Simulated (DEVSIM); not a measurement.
**Schottky contact on p-type CdTe**

System: Schottky contact on p-type CdTe, at 450 K.

| layer (left to right) | material | thickness (μm) | Na (cm⁻³) | τn (s) | τp (s) |
|---|---|---|---|---|---|
| 1 | CdTe | 0.340 | 2.4e15 | 6.5e-8 | 6.5e-8 |

Left contact: Schottky, work function 4.74 eV, emission velocity 2.5e6 cm/s. Right contact: ohmic. Voltage is applied to the left contact. Recombination: SRH at mid-gap, radiative, Auger. Mobility is constant in doping.

The device is made up for the run: typed textbook-type constants, with dimensions and the other settings drawn at random. Values at 300 K; Nc and Nv go as T^1.5, mobilities as T to minus their exponent, the gap by Varshni's rule with the affinity fixed.

| parameter | CdTe |
|---|---|
| gap (eV) | 1.5 |
| affinity (eV) | 4.28 |
| permittivity | 10.2 |
| Nc (cm⁻³) | 8e17 |
| Nv (cm⁻³) | 1.8e19 |
| μn (cm²/Vs) | 1000 |
| μp (cm²/Vs) | 80 |
| T exponent of μn | 1.7 |
| T exponent of μp | 1.5 |
| B (cm³/s) | 1e-10 |
| Cn (cm⁶/s) | 1e-30 |
| Cp (cm⁶/s) | 1e-30 |
| Varshni α (eV/K) | 0.00031 |
| Varshni β (K) | 108 |

DEVSIM, 1D drift-diffusion, Boltzmann statistics, complete ionisation; no tunnelling, impact ionisation, image-force lowering or self-heating. Metal contacts follow the ideal Schottky-Mott rule: no Fermi-level pinning, no interface dipoles.

```json
{
 "potential_step_across_the_device_at_zero_bias": "0.626 V",
 "largest_field_in_the_device_at_zero_bias": "26000 V/cm",
 "Dark forward voltage at 1 A/cm²": "0.434 V",
 "Dark forward voltage at 100 A/cm²": "0.815 V"
}
```

Dark reverse current:

```csv
V (V),J (A/cm²)
0.04,2.0e-5
0.10,3.0e-5
0.20,3.4e-5
0.30,3.7e-5
0.40,3.9e-5
0.60,4.3e-5
0.80,4.7e-5
1.00,5.0e-5
1.30,5.4e-5
1.60,5.8e-5
2.00,6.3e-5
```

Dark forward current:

(V (V), J (A/cm²)): (-0.05, -7.4e-5); (-0.15, -0.0012); (-0.25, -0.014); (-0.35, -0.15); (-0.45, -1.4); (-0.55, -9.2); (-0.65, -33); (-0.75, -72); (-0.85, -120); (-0.95, -160); (-1.10, -240); (-1.20, -290); (-1.30, -340); (-1.40, -380); (-1.50, -430); (-1.60, -480); (-1.70, -530); (-1.80, -580); (-1.90, -630); (-2.00, -680)
